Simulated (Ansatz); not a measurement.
We consider TiGeO3 (model structure, started from the PbTiO3 type, P4mm, No. 99, 5 atoms in the cell), described by LDA in Ansatz (plane waves, PAW).

Numerical settings: plane-wave cutoff 520 eV, 8×8×8 k mesh, Fermi–Dirac smearing 0.01 eV, no spin polarisation, scalar-relativistic PAW data made under PBE.

Cell (relaxed at this level):

```yaml
crystal:
  lattice:
    - [3.69137, 0.00000, 0.00000]
    - [0.00000, 3.69137, 0.00000]
    - [0.00000, 0.00000, 4.34205]
  atoms:
    - { symbol: Ti, position: [0.50000, 0.50000, 0.59545] }
    - { symbol: Ge, position: [0.00000, 0.00000, 0.19310] }
    - { symbol: O, position: [0.00000, 0.50000, 0.45777] }
    - { symbol: O, position: [0.50000, 0.00000, 0.45777] }
    - { symbol: O, position: [0.50000, 0.50000, 0.98611] }
```

Task: Predict the band gap, smallest direct gap on the k points sampled and direct gap at Γ.

Result: 
band gap: 1.42 eV (indirect)
smallest direct gap on the k points sampled: 2.60 eV
direct gap at Γ: 3.70 eV

Note: the relaxation could raise the start's symmetry but not lower it, so the cell can be a saddle point.

Spin–orbit coupling is not included.

Static lattice: no zero-point or thermal effects.

Cost on a shared machine: about 13 core-seconds (a rough figure).

A model structure was made by putting elements into a prototype or built by hand; it is no filed structure, need not be a known phase, and can be a saddle point held by its symmetry.

Ansatz is a program for electronic structure.
